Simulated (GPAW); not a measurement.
GPAW run on CdSe (P6_3mc, 4 atoms in the cell): self-consistent single point.

Level of theory: LDA (Perdew-Wang 92), GPAW PAW datasets LDA (gpaw-data 1.0.1) (plane waves; GPAW).

```yaml
crystal:
  lattice:
    - [4.34609, 0.00000, 0.00000]
    - [-2.17305, 3.76382, 0.00000]
    - [0.00000, 0.00000, 7.08984]
  atoms:
    - { symbol: Cd, position: [0.66667, 0.33333, 0.49995] }
    - { symbol: Cd, position: [0.33333, 0.66667, 0.99995] }
    - { symbol: Se, position: [0.66667, 0.33333, 0.87591] }
    - { symbol: Se, position: [0.33333, 0.66667, 0.37591] }
```

Reference input (self-consistent single point, DFT PBE, plane waves, GPAW PAW datasets PBE (gpaw-data 1.0.1)): mode = pw; ecut = 550 eV; xc = PBE; kpts = 7 7 4; mesh shift (steps) = 0 0 0; occupations.name = fermi-dirac; occupations.width = 0 eV; nbands = -4; convergence.density = 1e-05 e/electron; convergence.energy = 1e-05 eV/electron; convergence.bands = -2; symmetry.symmorphic = false. This run's input differs from it in these lines:

```diff
@@ -15,3 +15,3 @@
 calc = GPAW(mode={'name': 'pw', 'ecut': 550},
-            xc='PBE',
+            xc='LDA',
             kpts={'size': (7, 7, 4), 'gamma': True},
```

Its files differ too (potentials: GPAW PAW datasets LDA (gpaw-data 1.0.1)).

Output, abridged:

```
     iter     time        total  log10-change:
                         energy   eigst   dens
iter:   1 --:--:--   -14.545907   -0.06
iter:   2 --:--:--   -14.402910   -1.26  -1.20
iter:   3 --:--:--   -13.884443   -1.15  -1.24
iter:   4 --:--:--   -13.884620   -2.30  -1.62
iter:   5 --:--:--   -13.899411   -2.19  -1.67
   [... 2 lines left out ...]
iter:   8 --:--:--   -13.853003   -3.36  -2.77
iter:   9 --:--:--   -13.853624   -4.03  -3.31
iter:  10 --:--:--   -13.853214   -5.08  -3.18
iter:  11 --:--:--   -13.853076   -4.29  -3.31
iter:  12 --:--:--   -13.853024c  -5.79  -3.77
iter:  13 --:--:--   -13.853021c  -6.29  -4.15
iter:  14 --:--:--   -13.853034c  -5.91  -4.25
iter:  15 --:--:--   -13.853022c  -6.27  -4.09
iter:  16 --:--:--   -13.853021c  -7.09  -4.44
iter:  17 --:--:--   -13.853021c  -8.32c -4.50
iter:  18 --:--:--   -13.853022c  -7.35  -4.47
iter:  19 --:--:--   -13.853022c  -8.97c -4.47
iter:  20 --:--:--   -13.853021c  -6.65  -4.49
iter:  21 --:--:--   -13.853021c  -8.69c -4.85
iter:  22 --:--:--   -13.853021c  -8.45c -4.90
iter:  23 --:--:--   -13.853021c  -9.04c -4.90
iter:  24 --:--:--   -13.853021c  -9.29c -4.91
iter:  25 --:--:--   -13.853021c  -9.26c -4.93
iter:  26 --:--:--   -13.853021c  -8.71c -5.00
iter:  27 --:--:--   -13.853021c  -9.43c -5.04c
Converged after 27 iterations.

Dipole moment: (-0.000000, 0.000000, 3.799202) |e|*Ang

Energy contributions relative to reference atoms: (reference = -436106.280585)

Kinetic:        +26.752904
Potential:      -24.788406
External:        +0.000000
XC:             -15.913925
Entropy (-ST):   +0.000000
Local:           +0.096406
SIC:             +0.000000
--------------------------
Free energy:    -13.853021
Extrapolated:   -13.853021

Showing only first 2 kpts
 Kpt  Band  Eigenvalues  Occupancy
  0    16      3.00698    2.00000
  0    17      3.00700    2.00000
  0    18      3.32586    0.00000
  0    19      4.95148    0.00000

  1    16      2.88917    2.00000
  1    17      2.88919    2.00000
  1    18      4.45293    0.00000
  1    19      5.03954    0.00000

Fermi level: 3.16643

Gap: 0.319 eV
Transition (v -> c):
   [... lines left out ...]
Energy (eV): -13.853021

Forces in eV/Ang:
  0 Cd    0.00000    0.00000    0.00105
  1 Cd    0.00000   -0.00000    0.00105
  2 Se   -0.00000    0.00000   -0.00080
  3 Se   -0.00000   -0.00000   -0.00080

Stress tensor:
     0.022167     0.000000     0.000000
     0.000000     0.022167     0.000000
     0.000000     0.000000     0.022018
Stress (GPa, Voigt): [3.5516 3.5516 3.5277 0.     0.     0.    ]
```

The run converged in 27 iterations. GPAW prints stress with tension positive. Against the reference run the pressure goes from 0.96 to -3.54 GPa, the largest force goes from 0.005 to 0.001 eV/Å and the gap on the mesh goes from 0.595 to 0.319 eV.

The starting cell comes from a database of computed structures (which also holds hypothetical and non-ambient phases and stackings), without a prior relaxation at this level. With a pressure of about -4 GPa the cell is away from its equilibrium volume at this level.

Cost on one core of a shared machine: roughly 60 s.
